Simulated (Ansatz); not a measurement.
Start from ZnSe in the zinc blende structure (space group F-43m, No. 216).

ZnSe is modelled in the cubic space group F-43m (No. 216), the zinc blende structure, Pearson symbol cF8. Cell: a = b = c = 5.5675 Å, α = β = γ = 90.00°. Zn on 4a is coordinated by 4 Se at 2.411 Å (tetrahedral). Se on 4d has 4 Zn at 2.411 Å (tetrahedral). (Neighbours: up to the widest gap in distance over summed covalent radii, below 1.35, at either atom; cation-cation and far metal-metal contacts left out.)
(The calculation used a cell of 2 atoms; values per cell refer to that cell.)

Level of theory: LDA/PAW in Ansatz (a first-principles code), no SOC.

Strains are applied to the cell and any free atomic positions relax.

One change was made to it. Results:

| quantity | base | after |
|---|---|---|
| energy relative to the base (free energy F) | 0 meV/atom | +16 meV/atom |
| electron mass | 0.090 mₑ (at Γ) | 0.077 mₑ (at Γ) |
| valley order (the lowest conduction-band minima on the path, energy above the VBM, named in the base's zone) | Γ 1.25 eV; L along ⟨111⟩ 2.45 eV; X along ⟨100⟩ 2.69 eV | Γ 1.01 eV; L along ⟨111⟩ 2.34 eV; X along ⟨100⟩ 2.83 eV |

Question: Name the change that was made.
(A) isotropic strain −0.50 %
(B) isotropic strain +2.00 %
(C) isotropic strain +1.00 %
(D) isotropic strain +0.50 %
(E) isotropic strain −1.00 %

Answer: B, isotropic strain +2.00 %. For comparison, the valley order in the other runs: isotropic strain +0.50 % gives Γ 1.19 eV; L along ⟨111⟩ 2.42 eV; X along ⟨100⟩ 2.73 eV; isotropic strain −1.00 % gives Γ 1.38 eV; L along ⟨111⟩ 2.50 eV; X along ⟨100⟩ 2.62 eV; isotropic strain +1.00 % gives Γ 1.13 eV; L along ⟨111⟩ 2.40 eV; X along ⟨100⟩ 2.76 eV; isotropic strain −0.50 % gives Γ 1.31 eV; L along ⟨111⟩ 2.48 eV; X along ⟨100⟩ 2.66 eV.

Effective masses come from finite differences of ±0.01 Å⁻¹. No phonon test of stability was made.
